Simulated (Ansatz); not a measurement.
## What biaxial strain +4.59 %, plane normal [001], relaxed out of plane does to CdSiP2

Take CdSiP₂ in the chalcopyrite structure (space group I-42d, No. 122; a = 5.724 Å, c = 10.582 Å) as the base. Axes: x, y, z lie along a, b, c of the conventional cell.

Perturbation: biaxial strain +4.59 %, plane normal [001], relaxed out of plane (Cartesian); in-plane vectors clamped, the third vector and the atoms free.

Computed with PBE, PAW, 420 eV (Ansatz, a quantum-chemistry and plane-wave program; no spin-orbit coupling), earlier PAW set. Γ-centred 8×8×8 mesh, Fermi–Dirac width 0.05 eV.

```csv
quantity,base,changed,shift
volume per atom,21.67 Å³,22.33 Å³,+0.66 Å³
shortest interatomic distance,2.273 Å,2.289 Å,+0.016 Å
energy relative to the base (free energy F),0 meV/atom,+24 meV/atom,+24 meV/atom
"pressure (mean of the normal stresses, compression positive)",0.00 GPa,-2.49 GPa,-2.49 GPa
band gap (an upper bound: an edge found on the path is not a true extremum; the changed cell),1.42 eV,1.10 eV,-0.32 eV
out-of-plane strain,–,-5.78 %,–
ratio −ε⊥/ε∥,–,1.26,–
mean in-plane stress (compression positive),–,-3.7 GPa,–
```

Cost of the whole job for the changed cell (relaxation, final SCF and bands): about 5 core-minutes (a rough figure).

No phonon test of stability was made.
